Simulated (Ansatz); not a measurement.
Effect of holes 2.0×10^21 cm⁻³ on PbS

The parent structure is PbS in the rock salt structure (space group Fm-3m, No. 225; a = 6.009 Å).

Modification: 0.108 holes added to each cell, a density of 2.0×10^21 cm⁻³, with a uniform compensating background at fixed cell and a 300 K Fermi–Dirac width.

Computed with PBE/PAW in Ansatz (an electronic-structure program), no SOC. Γ-centred 22×22×22 mesh, Fermi–Dirac width 0.0259 eV.

- Gap between the host's bands = 0.55 eV (base 0.49 eV)
- Gap character = direct at L (base direct at L)
- Valley order (the lowest conduction-band minima on the path, energy above the VBM, named in the base's zone) = L along ⟨111⟩ 0.55 eV; a point along ⟨110⟩, about 0.6 Å⁻¹ from Γ 1.41 eV (base L along ⟨111⟩ 0.49 eV; a point along ⟨110⟩, about 0.6 Å⁻¹ from Γ 1.36 eV)
- Fermi level relative to the doped band's edge (positive inside the band; to 0.05 eV) = +0.55 eV

Final structure:

```
PbS
1.0
    0.00000     3.00459     3.00459
    3.00459     0.00000     3.00459
    3.00459     3.00459     0.00000
Pb S
1 1
Direct
  0.00000   0.00000   0.00000
  0.50000   0.50000   0.50000
```
Cell charge +0.108496.

Carriers are added with a uniform compensating background; total energy and stress of such cells depend on the potential's zero and are not compared; many-body gap narrowing is missing at this level. With Pb present, leaving out spin-orbit coupling can change the band edges. No phonon test of stability was made. The base started in P3_121 and relaxed to Fm-3m at this level.
